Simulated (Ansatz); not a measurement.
LiNbO₃ (R-3c, No. 167, 10 atoms in the cell; start mp-552588; high-temperature phase) was calculated with dielectric-dependent PBEsol hybrid (Ansatz, a quantum-chemistry and plane-wave program, plane waves, PAW).

Excerpt of the program's output:

```
WARN output.stress: scf.exx.energy_threshold = 1e-6 eV is looser than the 1e-7 eV advised for a stress under a hybrid functional (1e-8 eV for each atom of the …
Crystal: 10 atoms, lattice volume = 105.813 Å³
Basis set: ecut = 460 eV, 2361 PW (Γ), exchange–correlation on 80×80×80 points (8 copies of the dense FFT grid, shifted against one another)
Bands: 44, of which v1, the nominal top of the filled ones, is band 34 counted from 1 (33 counted from 0)
Symmetry: 12 space group operations
Space group: R-3c (ITA 167), of the structure as read, at distance tolerance 4.7e-5 Å
k-points: 32 of 216
Initial density: superposition of atomic densities (chi_scale 0.1, normalization cell, long waves kept (reshape's long-wave potential 0.00 eV rms))
SCF iter   1: F=—  HF=-12774.076121 eV  |F-HF|=—  |Δ(HF+E_count)|=         —  Δρ=8.74e-2  dr2=8.67e0
SCF iter   2: F=—  HF=-12772.711853 eV  |F-HF|=—  |Δ(HF+E_count)|=    1.36e0  Δρ=3.55e-2  dr2=1.16e0
  ...
Crystal: 10 atoms, lattice volume = 105.813 Å³
Initial density: handed on by an earlier stage of this run
Functional: x = 0.8432137679106553 pbesol(κ = 0.804, μ = 0.12345679012345678) + 0.15678623208934472 exact, c = pbesol(β = 0.046)
Crystal: 10 atoms, lattice volume = 105.813 Å³
SCF iter   3: F=—  HF=-12802.816681 eV  |F-HF|=—  |Δ(HF+E_count)|=   1.19e-7  Δρ=2.81e-6  dr2=6.74e-9
SCF iter   4: F=-12802.816681 eV  HF=-12802.816681 eV  |F-HF|=1.75e-10  |Δ(HF+E_count)|=   2.15e-9  Δρ=7.15e-7  dr2=2.75e-10
SCF 3 converged in 4 iterations: F = -12802.816681 eV  dr2 = 2.75e-10
Free energy (F): -12802.816681 eV
Internal energy: -12802.816681 eV  (E = F + TS)
E sigma→0 (E₀):  -12802.816681 eV
Fermi energy:    8.365127 eV
--- Forces (eV/Å), atoms counted from 1 ---
  atom   1  Li    -0.00000000     0.00000000     0.00000000
  atom   2  Li     0.00000000     0.00000000     0.00000000
  atom   3  Nb     0.00000000     0.00000000     0.00000000
  atom   4  Nb    -0.00000000    -0.00000000    -0.00000000
  atom   5  O      0.13506439     0.00000000    -0.00000000
  atom   6  O     -0.13506439     0.00000000    -0.00000000
  atom   7  O     -0.06753220     0.11696919     0.00000000
  atom   8  O      0.06753220    -0.11696919    -0.00000000
  atom   9  O     -0.06753220    -0.11696919    -0.00000000
  atom  10  O      0.06753220     0.11696919     0.00000000
--- Stress (GPa, compression-positive) ---
       -3.752751       0.000000       0.000000
        0.000000      -3.752751      -0.000000
       -0.000000      -0.000000      -3.428191
  P = ⅓ Tr σ = -3.6446 GPa (-36.446 kbar)
```

### Question
Write an input file that could have produced this run (the log leaves some choices open).

### Answer
One answer among several that fit: 
Ansatz 0.2 input:
```yaml
crystal:
  lattice:
    - [2.5912352027, 1.4960501782, 4.5492074604]
    - [-2.5912352027, 1.4960501782, 4.5492074604]
    - [0.0, -2.9921008473, 4.549207299]
  atoms:
    - { symbol: Li, position: [0.25, 0.25, 0.25] }
    - { symbol: Li, position: [0.75, 0.75, 0.75] }
    - { symbol: Nb, position: [0.5, 0.5, 0.5] }
    - { symbol: Nb, position: [0.0, 0.0, 0.0] }
    - { symbol: O, position: [0.1295697083, 0.3704302917, 0.75] }
    - { symbol: O, position: [0.8704302917, 0.6295697083, 0.25] }
    - { symbol: O, position: [0.75, 0.1295697083, 0.3704302917] }
    - { symbol: O, position: [0.25, 0.8704302917, 0.6295697083] }
    - { symbol: O, position: [0.3704302917, 0.75, 0.1295697083] }
    - { symbol: O, position: [0.6295697083, 0.25, 0.8704302917] }
  host: atoms
basis:
  ecutwfc: 460
  ecutrho_ratio: 4
  xc_grid: 2
kpoints:
  mp_grid: { grid: [6, 6, 6] }
  band_path: { path: [[0, 0, 0], [0.138519, -0.138519, 0]], npoints: 1 }
hamiltonian:
  xc:
    exchange: pbesol
    correlation: pbesol
    exx: { coeff: inverse_dielectric }
  dispersion: none
  pseudopotentials: { azcp: { folder: ./paw }, kind: paw }
scf:
  occupations: { method: fermi_dirac, width: 0.01 }
  convergence: { dr2_threshold: 0.000000001 }
output:
  forces: true
  stress: true
  eigenvalues: true
  write_bands: true
```

The PAW data were made under PBE.

Note: held by symmetry at 0 K, a high-temperature phase can be a saddle point. Note: cell and atoms aren't relaxed at this level (largest force component 0.14 eV/Å, pressure -3.6 GPa).

Cost on a shared machine: very roughly 17 core-minutes.

A start named mp-… is a Materials Project structure, which need not be a measured phase.
